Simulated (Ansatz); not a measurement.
```
CELL_PARAMETERS angstrom
     15.50000     0.00000     0.00000
      0.00000    16.50000     0.00000
      0.00000     0.00000     6.75206
ATOMIC_POSITIONS crystal
  In 0.38573 0.43802 0.00112
  As 0.34219 0.41441 0.37490
  In 0.38573 0.56198 0.50112
  As 0.34219 0.58559 0.87490
  In 0.50000 0.37605 0.50110
  As 0.50000 0.32882 0.87488
  In 0.50000 0.62395 0.00110
  As 0.50000 0.67118 0.37488
  In 0.61427 0.43802 0.00112
  As 0.65781 0.41441 0.37490
  In 0.61427 0.56198 0.50112
  As 0.65781 0.58559 0.87490
```

Levels: PBE (plane waves to 420 eV, PAW; Ansatz, an electronic-structure program); PBE with spin-orbit coupling (Ansatz); r2SCAN (plane waves to 500 eV, PAW; Ansatz); Ansatz with HSE06. Unmarked values and the geometry are of the first. Mesh 1×1×6. No spin polarisation, so a magnetic state wasn't tested. Isolated but for its images some 11 Å away. A model structure. Only distortions within the start's symmetry and period were free. Values not marked SOC lack spin–orbit coupling. HSE06 ran on a 1×1×3 mesh and at PBE's edge points. Buckling under compression is shut out by symmetry and the short period.

Task: Say what this body is, and give its properties.

Result: Bare wurtzite InAs nanowire along [0001], 12 atoms a period. An idealised model, cut from the bulk lattice.
| Quantity | Result |
|---|---|
| largest distance between nuclei across the axis | 5.65 Å |
| energy over the bulk wurtzite InAs | +354 meV/atom |
| PBE gap | 0.83 eV, nearly direct, from k = 0.312 × 2π/c to k = 0.292 × 2π/c |
| electron mass along the axis (PBE) | 0.43 mₑ |
| hole mass along the axis (PBE) | 0.44 mₑ |
| valence and conduction edges under the vacuum level (PBE) | 5.24 and 4.41 eV |
| PBE+SOC gap at this geometry | 0.80 eV |
| r2SCAN gap at this geometry | 1.07 eV |
| HSE06 gap at this geometry | 1.41 eV |
| axial stiffness dF/dε | 23 nN |
